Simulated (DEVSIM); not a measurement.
Device: Au/SiON/p-Ge capacitor, at 300 K.

Layer 1 from the left is SiON, thickness (nm) 12.0. Layer 2 from the left is Ge, thickness (nm) 370, Na (cm⁻³) 2.6e18.

Metal gate on the left, work function 5.1 eV. Fixed charge at the semiconductor interface -9.4e11 cm⁻² (in units of +e); no interface traps.

Constants are typed, rounded textbook-type inputs, not results; the design itself was drawn at random and stands for no fabricated device. Values at 300 K.

SiON: gap (eV) 7, affinity (eV) 1.4, permittivity 5.5. Ge: gap (eV) 0.664, affinity (eV) 4, permittivity 16, Nc (cm⁻³) 1.04e19, Nv (cm⁻³) 6e18.

Model (solved in DEVSIM): 1D Poisson equation in equilibrium, Boltzmann statistics, complete ionisation; no quantum confinement or tunnelling. Metal contacts follow the ideal Schottky-Mott rule: no Fermi-level pinning, no interface dipoles.

Problem. What does the simulation give for the minimum of the low-frequency capacitance?

Solution. minimum of the low-frequency capacitance 0.269 μF/cm².
